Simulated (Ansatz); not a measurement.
## WC (model structure, started from the TiAs type, P6₃/mmc, No. 194, 8 atoms in the cell): properties by level of theory

```
level (code)         lattice parameter a (Å)  c axis length (Å)
-------------------  -----------------------  -----------------
PBE (Ansatz)                           2.986             10.959
PBEsol (Ansatz)                        2.955             10.924
PBE-D3(BJ) (Ansatz)                    2.960             10.936
```

Ansatz's density-functional and Hartree–Fock values are scalar-relativistic unless marked +SOC, with PAW data made under PBE.

Computed values are for the static lattice.

A model structure was made by putting elements into a prototype or built by hand; it is no filed structure, need not be a known phase, and can be a saddle point held by its symmetry.

Ansatz is a first-principles code.
